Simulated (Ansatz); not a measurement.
Partial pair distribution functions of a relaxed model of amorphous Ti20O39Cl2, broadened by 0.06 Å; density 3.54 g/cm³. All values below come from PBE, scalar-relativistic without spin-orbit coupling (plane waves to 420 eV, PAW; Ansatz, an electronic-structure program).

Preparation: random packing, a CHGNet melt and quench, and a DFT relaxation. Anions were pushed apart under 1.9 Å during the dynamics, to hinder bonds among them. The hot cell started wider than the set density and was brought back towards it in steps. It is the lowest in DFT energy of 2 quenches. It is a model cell: composition and starting density were chosen by hand, and all elements were melted together. No dispersion term was used. Its density started from a set value of 3.54 and ended at 3.54 g/cm³. The simulated quench (nominally 300 K/ps over its main leg) is rapid and tends to freeze in more defects than a deposited or slowly cooled glass has. Values belong to this one cell and scatter from quench to quench. The volume was held where the preparation left it and the shape relaxed, at a PBE pressure of 2.7 GPa. Stress components on the final sampling reach 2.7 GPa. On a 2×2×2 Γ-centred mesh force components of up to 0.12 eV/Å stay, since the relaxation ran on the zone centre alone.

| r (Å) | g Ti-O | g Ti-Cl | g Ti-Ti | g O-O |
|---|---|---|---|---|
| 1.55 | 0.02 | 0.00 | 0.00 | 0.00 |
| 1.65 | 0.49 | 0.00 | 0.00 | 0.00 |
| 1.75 | 3.29 | 0.00 | 0.00 | 0.00 |
| 1.85 | 6.73 | 0.00 | 0.00 | 0.00 |
| 1.95 | 5.57 | 0.00 | 0.00 | 0.00 |
| 2.05 | 3.45 | 0.00 | 0.00 | 0.00 |
| 2.15 | 1.58 | 0.03 | 0.00 | 0.00 |
| 2.25 | 0.46 | 0.90 | 0.00 | 0.02 |
| 2.35 | 0.25 | 1.73 | 0.00 | 0.29 |
| 2.45 | 0.05 | 0.85 | 0.00 | 1.06 |
| 2.55 | 0.02 | 2.76 | 0.00 | 2.06 |
| 2.65 | 0.13 | 1.53 | 0.00 | 2.97 |
| 2.75 | 0.12 | 1.40 | 0.05 | 2.87 |
| 2.85 | 0.17 | 0.37 | 0.62 | 2.41 |
| 2.95 | 0.30 | 0.01 | 1.38 | 2.24 |
| 3.05 | 0.44 | 0.00 | 1.87 | 1.73 |
| 3.15 | 0.53 | 0.00 | 1.48 | 1.18 |
| 3.25 | 0.37 | 0.01 | 1.69 | 0.68 |
| 3.35 | 0.40 | 0.47 | 2.59 | 0.76 |
| 3.45 | 0.58 | 1.72 | 3.09 | 0.78 |
| 3.55 | 1.05 | 0.80 | 2.79 | 0.53 |
| 3.65 | 1.19 | 1.87 | 1.78 | 0.53 |
| 3.75 | 1.18 | 1.20 | 1.25 | 0.78 |
| 3.85 | 1.51 | 0.76 | 0.79 | 0.85 |
| 3.95 | 1.35 | 0.74 | 0.64 | 0.82 |
| 4.05 | 1.37 | 1.30 | 0.51 | 0.80 |
| 4.15 | 1.29 | 1.50 | 0.14 | 0.57 |
| 4.25 | 1.12 | 2.49 | 0.54 | 0.35 |
| 4.35 | 1.30 | 3.14 | 0.90 | 0.58 |
| 4.45 | 1.58 | 1.63 | 0.86 | 0.68 |

Within 2.48 Å each Ti has 5.15 O neighbours on average.
